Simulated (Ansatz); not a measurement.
Functionals compared on the (10-13) surface of hcp Tl in its 1x1 cell, outermost plane spacing 1.34 Å in the ideal cut (one of several cuts of this face), in Ansatz (plane waves, PAW). The structure was relaxed with PBE; the other rows are single points on it, each with its references at the same level. Cutoff 420 eV (500 eV for r2SCAN).

Set-up: 14 atoms, 11.0 Å thick at the start; mesh 11x4x1; 0.1 eV smearing; dipole correction on; all atoms relaxed; held to the part of the start's symmetry that mesh and held atoms allow; no spin, no spin-orbit, no U. These notes are the PBE run's.

```tsv
functional	surface energy (J/m²)	work function of the top face (eV)	rough cost of the single point
PBE	0.30	3.52	–
LDA	0.45	3.85	very roughly 2.0 core-minutes
PBEsol	0.39	3.61	around 2.0 core-minutes (rough)
RPBE	0.20	3.37	roughly 2.1 core-minutes
r2SCAN	?	?	roughly 5 core-minutes
```

Task: Complete the blanks.

Result: 
- r2SCAN, surface energy (J/m²): 0.37
- r2SCAN, work function of the top face (eV): 3.54

Ansatz is a first-principles code.
